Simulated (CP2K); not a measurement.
Convergence study of shifted k-point meshes for Na3BrO (P4mm, 5 atoms in the cell)

```xyz
5
Lattice="4.5105 0.0000 0.0000 0.0000 4.5105 0.0000 0.0000 0.0000 4.5105" Properties=species:S:1:pos:R:3 pbc="T T T"
Na     0.0500     2.2552     2.2552
Na     2.2552     0.0000     2.2552
Na     2.2552     2.2552     0.0000
Br     0.0000     0.0000     0.0000
O      2.2552     2.2552     2.2552
```

Method of the run: PBEsol, GPW, DZVP-MOLOPT-SR-GTH basis, GTH-PBE potentials (GTH_POTENTIALS) run with CP2K.

Base settings: CUTOFF = 950 Ry; REL_CUTOFF = 50 Ry; SMEAR/METHOD = FERMI_DIRAC; ELECTRONIC_TEMPERATURE = 232.09 K; KPOINTS/SCHEME = MONKHORST-PACK 3 3 3; XC_FUNCTIONAL = PBE:PBESOL; Na/BASIS_SET = DZVP-MOLOPT-SR-GTH-q9; Na/POTENTIAL = GTH-PBE-q9; Br/BASIS_SET = DZVP-MOLOPT-SR-GTH-q7; Br/POTENTIAL = GTH-PBE-q7.

Only quantities that move along the ladder and can be compared are tabulated.

The starting cell comes from a database of computed structures (which also holds hypothetical and non-ambient phases and stackings), without a prior relaxation at this level. Its lattice was rescaled by up to half a per cent. One atom was moved a little off its site on purpose. Values carry the incompleteness of an atom-centred basis. The potentials were made for another functional than the one used.

| KPOINTS/SCHEME | free energy less the last step's (meV/atom) | pressure (GPa) | largest difference of a force vector from the last step's (eV/Å) |
|---|---|---|---|
| MACDONALD 1 1 1 0.5 0.5 0.5 | -595.25 | -6.12 | 0.029 |
| MONKHORST-PACK 2 2 2 | -14.11 | 1.07 | 0.007 |
| MACDONALD 3 3 3 0.1666666667 0.1666666667 0.1666666667 | -0.85 | 1.37 | 0.003 |
| MONKHORST-PACK 4 4 4 | 0.08 | 1.41 | 0.000 |
| MACDONALD 5 5 5 0.1 0.1 0.1 | -0.01 | 1.40 | 0.000 |
| MONKHORST-PACK 6 6 6 | 0.00 | 1.40 | 0.000 |
| MACDONALD 7 7 7 0.07142857143 0.07142857143 0.07142857143 | 0.00 | 1.40 | 0.000 |
| MONKHORST-PACK 8 8 8 | 0.00 | 1.40 | 0.000 |
| MACDONALD 9 9 9 0.05555555556 0.05555555556 0.05555555556 | 0.00 | 1.40 | 0.000 |
| MONKHORST-PACK 10 10 10 | 0.00 | 1.40 | 0.000 |
| MACDONALD 11 11 11 0.04545454545 0.04545454545 0.04545454545 | 0.00 | 1.40 | 0.000 |
| MONKHORST-PACK 12 12 12 | 0.00 | 1.40 | 0.000 |

Coarsest KPOINTS/SCHEME that holds the free energy within 1 meV/atom of the last step, with all finer ones: MACDONALD 3 3 3 0.1666666667 0.1666666667 0.1666666667; the step before is off by 14 meV/atom.

Coarsest KPOINTS/SCHEME that holds the forces within 0.02 eV/Å of the last step, with all finer ones: MONKHORST-PACK 2 2 2; the step before is off by 0.029 eV/Å.

Coarsest KPOINTS/SCHEME that holds the pressure within 1 GPa of the last step, with all finer ones: MONKHORST-PACK 2 2 2; the step before is off by 7.5 GPa.
